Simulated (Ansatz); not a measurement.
The parent structure is CdSe in the wurtzite structure (space group P6_3mc, No. 186).

```
CELL_PARAMETERS angstrom
      4.30194     0.00000     0.00000
     -2.15097     3.72559     0.00000
      0.00000     0.00000     7.02103
ATOMIC_POSITIONS crystal
  Cd 0.33333 0.66667 0.00013
  Cd 0.66667 0.33333 0.50013
  Se 0.33333 0.66667 0.37587
  Se 0.66667 0.33333 0.87587
```

Computed with PBEsol (Ansatz, a quantum-chemistry and plane-wave program, PAW, spin-orbit coupling left out).

Base values:

| Property | Value |
|---|---|
| Pressure | 0.00 GPa |

One thing is altered: every lattice vector is stretched by 3.00 %, atoms relaxed at fixed cell.

Q: What happens to the pressure?

A: The pressure (mean of the normal stresses, compression positive) goes from zero to -3.73 GPa.

Q: How does this affect the mean gap deformation potential ΔEg/Δln V?

A: The mean gap deformation potential ΔEg/Δln V amounts to -2.0 eV.

Q: Estimate the effect on the energy relative to the base.

A: The energy rises by 33 meV/atom.

The cells carry an imposed strain or load. Stability against distortions was not tested.
